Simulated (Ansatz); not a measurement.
The reference is P in the black-P type structure (space group Cmce, No. 64; a = 3.302 Å, b = 10.691 Å, c = 4.467 Å; layered, stacked along the Cartesian y axis).

Calculations: DFT with r2SCAN+rVV10, PAW potentials and a 500 eV plane-wave cutoff in Ansatz (a program for electronic structure), spin-orbit coupling left out, earlier PAW set.

For the base:

```
Item        Value
--------  -------
Pressure  0.0 GPa
Band gap     zero
```

The change: an isotropic linear strain of −1.65 %, atoms relaxed at fixed cell.

### Question
What happens to the energy relative to the base, pressure, largest internal atomic displacement and band gap?

### Answer
The energy increases by 7.0 meV/atom; the pressure (mean of the normal stresses, compression positive) goes from zero to 2.4 GPa; the largest internal atomic displacement amounts to 0.028 Å; the band gap is still zero.

A case with no gap was solved on a k-mesh chosen for an insulator, which is coarse for it. Whether these cells are dynamically stable was not tested. Gaps under 0.05 eV, about the width of the smearing, are given as zero. A zero or small gap of P can be the functional's error rather than a property of the material.
